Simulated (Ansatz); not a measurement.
Bi2Te3 (model structure, started from the A-La2O3 type, P-3m1, No. 164, 5 atoms in the cell), treated with HSE06+SOC (Ansatz, a quantum-chemistry and plane-wave program, plane waves, PAW).

Run with plane-wave cutoff 460 eV, 6×6×2 k mesh (along the axes of the cell as run), Fermi–Dirac smearing 0.01 eV, PAW data made under PBE.

Cell (relaxed with PBEsol):

Bi2Te3 has the trigonal space group P-3m1 (No. 164), Pearson symbol hP5. Cell: a = b = 4.351 Å, c = 10.553 Å, α = β = 90.00°, γ = 120.00°. Bi on 2d sees 3 Te at 3.050 Å and 3 Te at 3.228 Å (octahedral). Te1 on 1a is surrounded by 6 Bi at 3.228 Å (octahedral). Te2 on 2d is coordinated by 3 Bi at 3.050 Å (trigonal pyramidal). (Neighbours: up to the widest gap in distance over summed covalent radii, below 1.35, at either atom; cation-cation and far metal-metal contacts left out.)

### Question
Give the computed band gap and smallest direct gap on the k points sampled.

### Answer

band gap: 0.18 eV (indirect)
smallest direct gap on the k points sampled: 0.28 eV

Note: the relaxation could raise the start's symmetry but not lower it, so the cell can be a saddle point; cell and atoms aren't relaxed at this level (largest force component 0.05 eV/Å, pressure 1.2 GPa).

Computing time: very roughly 40 core-minutes.

A model structure was made by putting elements into a prototype or built by hand; it is no filed structure, need not be a known phase, and can be a saddle point held by its symmetry.
